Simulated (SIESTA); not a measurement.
Band structure of ZrNbCN (R3m, 4 atoms in the cell).

```
ZrNbCN
1.0
    1.60271     0.92533     5.26529
   -1.60271     0.92533     5.26529
    0.00000    -1.85065     5.26529
Zr Nb C N
1 1 1 1
Cartesian
  0.00000   0.00000   3.98609
  0.00000   0.00000  11.79600
  0.00000   0.00000   0.05181
  0.00000   0.00000   7.85992
```

Computed with LDA PW92, numerical atomic orbitals DZP, PseudoDojo LDA standard norm-conserving potentials (rewritten from UPF to PSML) run with SIESTA 5.4.2.

Settings: XC.functional = LDA; XC.authors = PW92; potentials = PseudoDojo LDA standard; PAO.BasisSize = DZP; PAO.EnergyShift = 0.01 Ry; MeshCutoff = 400 Ry; kgrid.MonkhorstPack = 11 11 11; OccupationFunction = FD; ElectronicTemperature = 1160.45 K; MaxSCFIterations = 150; SCF.Mixer.Method = Broyden; SCF.Mixer.Weight = 0.25; SCF.Mixer.History = 8; SCF.DM.Tolerance = 1.0E-05.

The starting cell comes from a database of computed structures (which also holds hypothetical and non-ambient phases and stackings), without a prior relaxation at this level. Its lattice was rescaled by a random factor within 2.5 % of one. Spin polarisation is off. Values carry the incompleteness of an atom-centred basis.

Levels in eV from the Fermi level, bands 14 to 19:
| point | 14 | 15 | 16 | 17 | 18 | 19 |
|---|---|---|---|---|---|---|
| Γ | -1.41 | -1.26 | -1.26 | -0.83 | -0.83 | -0.76 |
| L | -4.49 | -4.03 | -3.41 | -0.99 | 0.39 | 2.18 |
| B1 | -4.46 | -4.09 | -3.68 | 0.27 | 0.68 | 1.80 |
| B | -4.46 | -4.09 | -3.68 | 0.27 | 0.68 | 1.80 |
| Z | -4.51 | -3.42 | -3.42 | 0.00 | 0.00 | 0.60 |
| X | -4.48 | -4.06 | -3.70 | 0.30 | 1.18 | 1.42 |
| Q | -4.48 | -4.06 | -3.70 | 0.30 | 1.18 | 1.42 |
| F | -3.81 | -3.68 | -2.00 | -1.92 | 2.03 | 2.40 |
| P1 | -4.05 | -3.71 | -2.17 | -1.97 | 2.02 | 2.13 |
| P | -4.05 | -3.71 | -2.17 | -1.97 | 2.02 | 2.13 |

Bands cross the Fermi level along this path, so the cell is metallic at this level.

Higher empty bands are left out: an atom-centred basis made for the valence describes them poorly.
